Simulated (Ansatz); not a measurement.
# Bi2Te3, pressure series

The parent structure is Bi2Te3 in the Bi2Te3 type structure (space group R-3m, No. 166; a = 4.387 Å, c = 30.290 Å (hexagonal axes)).

Cell and atoms are relaxed at each pressure.

Method: PBE-D3(BJ)/PAW in Ansatz (a program for electronic structure), scalar-relativistic without spin-orbit coupling, earlier PAW set.

Computed cases, in order: pressure −1 GPa; 0 GPa (base); pressure 3 GPa; pressure 7 GPa; pressure 15 GPa; pressure 30 GPa; pressure 50 GPa; pressure 75 GPa; pressure 100 GPa.

Question: Between which two neighbouring cases does the band gap open or close?

Answer: Between pressure 7 GPa (0.21 eV) and pressure 15 GPa (zero). The whole series: pressure −1 GPa: 0.32 eV; 0 GPa (base): 0.27 eV; pressure 3 GPa: 0.24 eV; pressure 7 GPa: 0.21 eV; pressure 15 GPa: zero; pressure 30 GPa: zero; pressure 50 GPa: zero; pressure 75 GPa: zero; pressure 100 GPa: zero.

The mesh was chosen for an insulator and is coarse for the gapless case. From pressure 30 GPa on, the axis ratios lie over 15 % from the base's, so the cell there is far from its starting form. With Bi and Te present, leaving out spin-orbit coupling can change the band edges. Load acts through the strain it causes; cell and atoms are relaxed under it. Stability against distortions was not tested. No other phases were tried under pressure. The final runs are not spin-polarised. The zero or small gap of Bi2Te3 can change with the level of theory.
